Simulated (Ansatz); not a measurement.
S on the 1x1 (111) surface of fcc Pd, one in a 2x2 cell, energies for each (26.9 Å²). Energies are against ⅛ S8(g), without zero-point or thermal terms; each row is named by its start.

The numbers are results of PBE (plane waves to 420 eV, PAW; Ansatz, a program for electronic structure), not measurements.

Slab: 17 atoms, 6.8 Å thick at the start under the adsorbate (thin: gaps and levels are the slab's own); k 6x6x1, smearing 0.1 eV, dipole-corrected; 8 atoms held, the rest relaxed; each run with such symmetry as its start has; spin where the adsorbate may keep a moment, no spin-orbit, no U, no dispersion correction.

A negative adsorption energy means that the adsorbate is more stable on the surface than in its reference. Starts that drift may end in the same place. Heights count from the host atoms within 0.3 Å of the top one.

```tsv
starting site	E_ads (eV)	height (Å)	nearest host atom (Å)	bonded to	Δ work function (eV)	lateral drift (Å)	moment (μB)
top Pd	-0.03	1.95	Pd 2.13	Pd	0.52	0.0	0.0
hollow Pd-Pd-Pd over Pd at depth 2.3 Å	-1.82	1.56	Pd 2.25	3 Pd	0.02	0.0	–
hollow Pd-Pd-Pd over Pd at depth 4.5 Å	-1.90	1.54	Pd 2.25	3 Pd	0.03	0.0	–
bridge Pd-Pd (span 2.8 Å)	-1.90	1.54	Pd 2.25	3 Pd	0.03	0.8	–
```
